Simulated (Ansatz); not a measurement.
1T (CdI2-type) CaI2

The numbers are results of HSE06 in Ansatz (plane waves, PAW), not measurements.

Numerical settings: plane-wave cutoff 460 eV, 6×6×4 k mesh (along the axes of the cell as run), Fermi–Dirac smearing 0.01 eV, scalar-relativistic PAW data made under PBE.

Cell: measured lattice: a = 4.4800 Å, b = 4.4800 Å, c = 6.9600 Å, α = 90.00°, β = 90.00°, γ = 120.00°.

```yaml
band_gap: 4.58 eV (on the SCF k mesh)
smallest_direct_gap_on_the_k_points_sampled: 5.21 eV
```

Note: cell and atoms aren't relaxed at this level (largest force component 0.06 eV/Å, pressure 1.0 GPa).

Spin–orbit coupling is not included; with these elements it can move the gap by several tenths of an eV or more.

Computed values are for the static lattice.

It cost roughly 2.6 core-minutes of CPU time.

Ansatz is a first-principles code.
